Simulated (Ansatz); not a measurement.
Mo2N (R-3m, No. 166, 3 atoms in the cell; start mp-1221525)

Computed with LDA (plane waves, PAW; Ansatz, a program for electronic structure).

Settings: plane-wave cutoff 520 eV, 22×22×22 k mesh, Fermi–Dirac smearing 0.05 eV, no spin polarisation, scalar-relativistic PAW data made under PBE.

Cell (relaxed at this level):

```xyz
3
Lattice="1.4297 0.8254 4.8957 -1.4297 0.8254 4.8957 0.0000 -1.6509 4.8957" Properties=species:S:1:pos:R:3 pbc="T T T"
Mo     0.0000     0.0000     3.5730
Mo     0.0000     0.0000    11.1142
N      0.0000     0.0000     0.0000
```

```yaml
bulk modulus B0: 346 GPa
```

Note: the run has no spin polarisation, so it can have missed a magnetic state; the bulk modulus is −V dP/dV from two relaxed cells at ±2 % in volume; the relaxation could not lower the start's symmetry, so the cell can be a saddle point above a distorted one.

The computed numbers hold no vibrational or temperature effects.

It cost around 4 core-minutes (rough) of CPU time.

A start named mp-… is a Materials Project structure, which need not be a measured phase.
